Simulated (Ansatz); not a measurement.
BAs (model structure, P6₂22, No. 180, 6 atoms in the cell), treated with G0W0@PBEsol in Ansatz (hard PAW, contour deformation).

The cell is the one relaxed with PBEsol. Conventional cell: a = 3.4286 Å, b = 3.4286 Å, c = 7.3963 Å, α = 90.00°, β = 90.00°, γ = 120.00°.

One run with a 6×6×2 mesh, response cutoff 150 eV and 577 empty bands, not extrapolated in mesh or basis; no spin–orbit coupling.

Some levels at Γ in eV, each set counted from its highest filled level:

```csv
row,degeneracy,PBEsol,quasiparticle
1,1,-16.48,-16.59
2,2,-14.05,-14.12
3,2,-6.56,-6.66
4,1,-4.46,-4.56
5,2,-2.16,-2.22
6,2,-1.27,-1.33
7,1,-0.96,-1.05
8,1,0.00,0.00
9,2 or more,2.12,?
```

Q: What belongs in the gaps?

A: 
- 9, quasiparticle: 2.72

Levels within 5 meV count as one row.

Note: the relaxation could raise the start's symmetry but not lower it, so the cell can be a saddle point.

A model structure was made by putting elements into a prototype or built by hand; it is no filed structure, need not be a known phase, and can be a saddle point held by its symmetry.

Ansatz is a first-principles code.
